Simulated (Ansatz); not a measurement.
Some atoms of an NVE trajectory of composition GaGe15, cell Ga4Ge60, held well above this temperature first, at a temperature that wasn't checked against the liquidus, so perhaps supercooled [in the run: it was liquid; mean temperature 1209 K (target 1290 K); density 5.00 g/cm³; mean pressure -0.7 GPa against a target of 0]; time step 3.0 fs, velocity Verlet. Level of theory: PBE (plane waves, PAW; Ansatz, a quantum-chemistry and plane-wave program). On the run's last frame a denser k-mesh moved the forces by 0.086 eV/Å rms, the static pressure by 0.16 GPa and the free energy by 14 meV/atom, which is about how far such values are converged.

```tsv
atom	mass (u)	x y z (Å)	v (Å/fs)	F (eV/Å)
Ge9	72.630	11.70369 7.54056 8.13522	0.001294 0.001483 -0.002028	0.0694 0.1092 0.0567
Ge11	72.630	7.00010 4.29683 -1.79726	-0.006168 -0.000374 0.004488	0.4441 -0.2712 -0.4333
Ge12	72.630	5.20769 8.83209 2.33570	-0.006389 0.001985 -0.002873	-0.0383 0.2612 0.1459
Ge25	72.630	12.66874 3.56998 8.61563	0.001759 0.002810 -0.000959	-0.8004 0.0140 -0.9769
Ge31	72.630	2.42465 6.83898 6.94013	-0.001433 -0.003898 -0.005745	0.5804 0.4878 -0.0594
Ge41	72.630	9.74143 2.25087 5.12917	-0.002585 -0.001457 0.000777	-0.3884 0.0919 0.5231
```

Problem. Give their positions one step later.

Solution. x' = x + vΔt + FΔt²/(2m), with 1 eV/(Å·u) = 0.0096485 Å/fs².
| atom | x' y' z' (Å) |
|---|---|
| Ge9 | 11.70761 7.54508 8.12917 |
| Ge11 | 6.98186 4.29554 -1.78406 |
| Ge12 | 5.18850 8.83820 2.32717 |
| Ge25 | 12.67354 3.57842 8.61217 |
| Ge31 | 2.42070 6.82758 6.92286 |
| Ge41 | 9.73344 2.24655 5.13181 |
